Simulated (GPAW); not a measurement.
A self-consistent single point of MnSnF₆ (P1, 8 atoms in the cell) with GPAW.

Computed with PBEsol, GPAW PAW datasets PBEsol (made by gpaw-setup) (plane waves; GPAW 25.7.0).

The change in words: atoms moved at random. Reference geometry:
```xyz
8
Lattice="2.6959 1.5565 4.8603 -2.6959 1.5565 4.8603 0.0000 -3.1129 4.8603" Properties=species:S:1:pos:R:3 pbc="T T T"
Mn     0.0000     0.0000     7.2905
Sn     0.0000     0.0000     0.0000
F     -1.7331     0.2149     6.0390
F      1.7331    -0.2149     8.5419
F      0.6804    -1.6084     6.0390
F     -0.6804     1.6084     8.5419
F      1.0527     1.3935     6.0390
F     -1.0527    -1.3935     8.5419
```
Moments meant for the start (each program seeds them in its own way; μB, in the order of the atoms Mn Sn F F F F F F): 4.0 0.0 0.0 0.0 0.0 0.0 0.0 0.0.

Reference input (self-consistent single point, DFT PBEsol, plane waves, GPAW PAW datasets PBEsol (made by gpaw-setup)): spinpol = true; mode = pw; ecut = 950 eV; xc = PBEsol; kpts = 3 3 3; mesh shift (steps) = 0 0 0; occupations.name = fermi-dirac; occupations.width = 0.01 eV; nbands = -4; convergence.density = 1e-05 e/electron; convergence.energy = 1e-05 eV/electron; convergence.bands = -2. This run's input differs from it in these lines:

```diff
@@ -8,10 +8,10 @@
                     [0.000000, -3.112938, 4.860316]],
-              scaled_positions=[[0.500000, 0.500000, 0.500000],
-                                [0.000000, 0.000000, 0.000000],
-                                [0.115750, 0.758617, 0.368150],
-                                [0.884250, 0.241383, 0.631850],
-                                [0.368150, 0.115750, 0.758617],
-                                [0.631850, 0.884250, 0.241383],
-                                [0.758617, 0.368150, 0.115750],
-                                [0.241383, 0.631850, 0.884250]],
+              scaled_positions=[[0.484173, 0.507833, 0.505918],
+                                [0.000243, 0.003866, 0.004321],
+                                [0.120350, 0.770987, 0.351848],
+                                [0.882785, 0.241939, 0.631830],
+                                [0.364083, 0.112004, 0.765031],
+                                [0.644287, 0.870355, 0.241253],
+                                [0.765513, 0.363023, 0.123055],
+                                [0.238566, 0.629994, 0.876744]],
               pbc=True)
```

Output (repeated stretches shortened):

```
     iter     time        total  log10-change:  magmom
                         energy   eigst   dens
iter:   1 --:--:--   -48.806527   +0.15           +4.0016
iter:   2 --:--:--   -48.255210   -0.80  -1.14    +4.7005
iter:   3 --:--:--   -45.844854   -0.13  -1.19    +4.9827
iter:   4 --:--:--   -46.029393   -0.54  -1.47    +4.9990
iter:   5 --:--:--   -46.261784   -0.46  -1.61    +5.0001
   [... 3 lines left out ...]
iter:   9 --:--:--   -45.840416   -3.40  -2.41    +5.0000
iter:  10 --:--:--   -45.841539   -1.91  -2.53    +5.0000
iter:  11 --:--:--   -45.833621   -2.83  -2.72    +5.0000
   [... lines left out ...]
iter:  16 --:--:--   -45.833442c  -5.21  -3.97    +5.0000
iter:  17 --:--:--   -45.833446c  -6.16  -4.22    +5.0000
iter:  18 --:--:--   -45.833443c  -5.64  -4.24    +5.0000
iter:  19 --:--:--   -45.833441c  -6.28  -4.25    +5.0000
iter:  20 --:--:--   -45.833441c  -6.79  -4.64    +5.0000
iter:  21 --:--:--   -45.833441c  -7.55c -4.74    +5.0000
iter:  22 --:--:--   -45.833441c  -7.04  -4.75    +5.0000
iter:  23 --:--:--   -45.833441c  -7.63c -4.85    +5.0000
iter:  24 --:--:--   -45.833441c  -7.94c -4.88    +5.0000
iter:  25 --:--:--   -45.833441c  -7.98c -4.90    +5.0000
iter:  26 --:--:--   -45.833441c  -7.80c -5.03c   +5.0000
Converged after 26 iterations.

Dipole moment: (0.710870, -0.016901, -1.829997) |e|*Ang

Total magnetic moment: (0.000000, 0.000000, 5.000000)
Local magnetic moments:
   0 Mn ( 0.000000,  0.000000,  4.450918)
   1 Sn ( 0.000000,  0.000000,  0.039442)
   2 F  ( 0.000000,  0.000000,  0.025520)
   3 F  ( 0.000000,  0.000000,  0.024270)
   4 F  ( 0.000000,  0.000000,  0.024441)
   5 F  ( 0.000000,  0.000000,  0.025393)
   6 F  ( 0.000000,  0.000000,  0.022128)
   7 F  ( 0.000000,  0.000000,  0.031873)

Energy contributions relative to reference atoms: (reference = -215655.294894)

Kinetic:        +57.387802
Potential:      -53.052916
External:        +0.000000
XC:             -49.869597
Entropy (-ST):   -0.000000
Local:           -0.298729
SIC:             +0.000000
--------------------------
Free energy:    -45.833441
   [... lines left out ...]
Fermi level: 2.08386
Gap: 0.886 eV
   [... lines left out ...]
  2 F     0.41998   -0.35109    0.23905
  3 F     0.13570   -0.69410    0.45112
  4 F    -0.22312    0.15969   -0.02234
  5 F     0.18452    0.32056    0.33880
  6 F     0.06565   -0.21188   -0.18255
  7 F    -0.75358    0.02673    0.66803

Stress tensor:
     0.035967     0.001958    -0.006224
     0.001958     0.030560     0.001827
    -0.006224     0.001827     0.039931
Stress (GPa, Voigt): [ 5.7625  4.8962  6.3977  0.2928 -0.9972  0.3138]
```

The run converged in 26 iterations. GPAW prints stress with tension positive. Against the reference run the free energy goes up by 6.2 meV/atom, the largest force goes from 0.535 to 1.794 eV/Å, the gap on the mesh goes from 0.917 to 0.886 eV and the size of the net moment stays at 0.63 μB/atom.

At such cutoffs GPAW's stress carries a finite-basis (Pulay) error, which enters relaxed cells too; its log prints stress with tension positive.

The starting cell comes from a database of computed structures (which also holds hypothetical and non-ambient phases and stackings), without a prior relaxation at this level. Its lattice was rescaled by a random factor within 2.5 % of one. For this run, on top of that: atoms moved at random. With one magnetic atom in the cell only a parallel order is possible. Forces in this geometry exceed 1 eV/Å.

Cost on one core of a shared machine: roughly 5 min.
